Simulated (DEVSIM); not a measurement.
Device: abrupt InP p-n junction, at 300 K.

| layer (left to right) | material | thickness (μm) | Nd (cm⁻³) | Na (cm⁻³) | τn (s) | τp (s) |
|---|---|---|---|---|---|---|
| 1 | InP | 0.250 | - | 1.7e15 | 3.6e-8 | 3.6e-8 |
| 2 | InP | 39.0 | 1.1e17 | - | 3.6e-8 | 3.6e-8 |

Left contact: ohmic. Right contact: ohmic. Voltage is applied to the left contact. Recombination: SRH at mid-gap, radiative. Mobility is μmin + (μ − μmin)/(1 + (N/Nref)^α).

This is a model device: material constants are rounded textbook-type values typed into the input, and sizes, dopings and lifetimes were drawn at random. Values at 300 K.

```csv
parameter,InP
gap (eV),1.344
affinity (eV),4.38
permittivity,12.5
Nc (cm⁻³),5.7e17
Nv (cm⁻³),1.1e19
μn (cm²/Vs),5200
μp (cm²/Vs),170
"μn,min",400
"μp,min",10
"Nref,n",3e17
"Nref,p",4.9e17
αn,0.47
αp,0.62
B (cm³/s),1.2e-10
```

DEVSIM, 1D drift-diffusion, Boltzmann statistics, complete ionisation; no tunnelling, impact ionisation, image-force lowering or self-heating.

The thickness of layer 1 was swept, all else fixed.

```
thickness of layer 1 (μm)  dark forward voltage at 100 A/cm² (V)  dark forward voltage at 1 A/cm² (V)  largest field in the device at zero bias (V/cm)
-------------------------  -------------------------------------  -----------------------------------  -----------------------------------------------
0.05                                                       0.814                                0.678                                           120000
0.087                                                      0.827                                0.689                                            92000
0.15                                                       0.844                                0.704                                            63000
0.25                                                       0.867                                0.721                                            43000
0.42                                                       0.897                                0.748                                            31000
0.75                                                       0.929                                0.789                                            26000
1.2                                                        0.946                                0.811                                            26000
```

From the first row to the last the dark forward voltage at 100 A/cm² goes from 0.814 to 0.946. From the first row to the last the dark forward voltage at 1 A/cm² goes from 0.678 to 0.811.
